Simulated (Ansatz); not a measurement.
**Pressure series in Mg3Sb2**

The reference is Mg$_{3}$Sb$_{2}$ (space group P-3m1, No. 164; a = 4.596 Å, c = 7.272 Å).

Cell and atoms are relaxed at each pressure.

Method: PBE in Ansatz (plane waves to 420 eV, PAW, scalar-relativistic without spin-orbit coupling).

Only one of these has no band gap. Which?
A. pressure −2 GPa
B. pressure 0.3 GPa
C. pressure −1 GPa
D. pressure 10 GPa
E. pressure 5 GPa

D, pressure 10 GPa. Computed: pressure 5 GPa: 0.13 eV; pressure −1 GPa: 0.14 eV; pressure −2 GPa: 0.12 eV; pressure 10 GPa: zero; pressure 0.3 GPa: 0.15 eV

With Sb present, leaving out spin-orbit coupling can change the band edges. Load acts through the strain it causes; cell and atoms are relaxed under it. Whether these cells are dynamically stable was not tested. No other phases were tried under pressure. All final runs are without spin polarisation. A zero or small gap of Mg3Sb2 can be the functional's error rather than a property of the material.

Ansatz is an electronic-structure program.
